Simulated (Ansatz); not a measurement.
The parent structure is P (space group Cmce, No. 64; a = 3.351 Å, b = 9.888 Å, c = 3.819 Å; layered, stacked along the Cartesian y axis; relaxed with 0.1 eV smearing). Axes: x, y, z lie along a, b, c of the conventional cell.

Structures relaxed with Kohn–Sham DFT with the PBEsol-D3(BJ) functional, run in Ansatz (a quantum-chemistry and plane-wave program) with PAW and 420 eV plane waves, no spin-orbit coupling, earlier PAW set.

Base:

Simulated powder pattern, Cu Kα, λ = 1.54184 Å (kinematic, ideal powder, no thermal factors, no anomalous dispersion; the 8 strongest lines at most, above 2 %, up to 2θ = 90°):

```json
[
 {"2θ (°)": "29.56", "I/Imax (%)": "22", "hkl": "(021)"},
 {"2θ (°)": "36.34", "I/Imax (%)": "45", "hkl": "(040)"},
 {"2θ (°)": "36.82", "I/Imax (%)": "100", "hkl": "(111)"},
 {"2θ (°)": "45.31", "I/Imax (%)": "23", "hkl": "(131)"},
 {"2θ (°)": "47.62", "I/Imax (%)": "13", "hkl": "(002)"},
 {"2θ (°)": "54.79", "I/Imax (%)": "14", "hkl": "(200)"},
 {"2θ (°)": "59.42", "I/Imax (%)": "34", "hkl": "(151)"},
 {"2θ (°)": "67.54", "I/Imax (%)": "13", "hkl": "(240)"}
]
```

After one change:

Simulated powder pattern, Cu Kα, λ = 1.54184 Å (kinematic, ideal powder, no thermal factors, no anomalous dispersion; the 8 strongest lines at most, above 2 %, up to 2θ = 90°):

| 2θ (°) | I/Imax (%) |
|---|---|
| 30.68 | 14 |
| 37.74 | 48 |
| 38.24 | 100 |
| 47.09 | 31 |
| 49.50 | 16 |
| 57.00 | 14 |
| 61.86 | 31 |
| 70.40 | 14 |

Q: Which of these changes matches the shifts?
A) isotropic strain −3.57 %
B) strain tensor (xx, yy, zz, yz, xz, xy) = (−0.59, +0.82, +1.01, −0.67, −0.09, +0.92) %
C) uniaxial strain ε_xx = +0.14 %
D) strain tensor (xx, yy, zz, yz, xz, xy) = (−2.01, +0.53, −0.26, −0.47, −0.94, −0.43) %

A: A, isotropic strain −3.57 %. Its volume per atom is 14.18 Å³ against 15.82 Å³, and its space group is Cmce (No. 64).

Whether these cells are dynamically stable was not tested.
